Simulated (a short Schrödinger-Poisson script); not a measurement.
System: MOS inversion layer, Al2O3 on p-type Si(100), at 300 K.

| layer | material | thickness (nm) | Na (cm⁻³) |
|---|---|---|---|
| 1 | Al2O3 | 3.8 | - |
| 2 | Si | 1000 | 1.7e17 |

Constants are typed, rounded textbook-type inputs, not results; the design itself was drawn at random and stands for no fabricated device. Al2O3: permittivity 9, conduction-band edge (eV) 2.7, gap (eV) 6.8, electron mass (mₑ) 0.3. Si: permittivity 11.7, conduction-band edge (eV) 0, gap (eV) 1.124, Nv at 300 K (cm⁻³) 3.1e19.

Channel valleys (confinement mass, in-plane density-of-states mass, number): Δ2 0.916, 0.19, 2; Δ4 0.19, 0.417, 4. At the gate the conduction-band edge of layer 1 lies 3.03 eV − eVg above the Fermi level of the channel; the field vanishes at the back. Gaps are held at their typed values at every temperature. Mesh 0.03 nm at interfaces.

Solved with a short Schrödinger-Poisson script written for these runs: 1D Poisson equation in equilibrium, electrons classical, Boltzmann, parabolic valleys, classical holes, full ionisation, no traps, pinning or gate leakage.

The same stack at other levels of the model or other numerical settings:

```json
[
 {"run": "base", "sheet density of all electrons at Vg = 1.15 V (cm⁻²)": "8.46e12", "sheet density of all electrons at Vg = 0.55 V (cm⁻²)": "1.54e12", "capacitance at Vg = 1.15 V (μF/cm²)": "1.95", "centroid of the channel electrons at Vg = 1.15 V (nm)": "0.56", "rough cost against the base": "about 1"},
 {"run": "electrons treated as classical, Fermi-Dirac", "sheet density of all electrons at Vg = 1.15 V (cm⁻²)": "8.10e12", "sheet density of all electrons at Vg = 0.55 V (cm⁻²)": "1.51e12", "capacitance at Vg = 1.15 V (μF/cm²)": "?", "centroid of the channel electrons at Vg = 1.15 V (nm)": "?", "rough cost against the base": "6"},
 {"run": "electrons treated as quantum, Hartree", "sheet density of all electrons at Vg = 1.15 V (cm⁻²)": "6.64e12", "sheet density of all electrons at Vg = 0.55 V (cm⁻²)": "9.72e11", "capacitance at Vg = 1.15 V (μF/cm²)": "1.64", "centroid of the channel electrons at Vg = 1.15 V (nm)": "?", "rough cost against the base": "30"},
 {"run": "mesh six times as coarse", "sheet density of all electrons at Vg = 1.15 V (cm⁻²)": "8.30e12", "sheet density of all electrons at Vg = 0.55 V (cm⁻²)": "1.51e12", "capacitance at Vg = 1.15 V (μF/cm²)": "1.92", "centroid of the channel electrons at Vg = 1.15 V (nm)": "0.65", "rough cost against the base": "0.5"}
]
```

### Question
Some entries are withheld; supply them.

### Answer

- electrons treated as classical, Fermi-Dirac, capacitance at Vg = 1.15 V (μF/cm²): 1.84
- electrons treated as quantum, Hartree, centroid of the channel electrons at Vg = 1.15 V (nm): 1.77
- electrons treated as classical, Fermi-Dirac, centroid of the channel electrons at Vg = 1.15 V (nm): 0.74

The classical rows ignore confinement, and Boltzmann statistics overrate the density once the band edge passes the Fermi level.
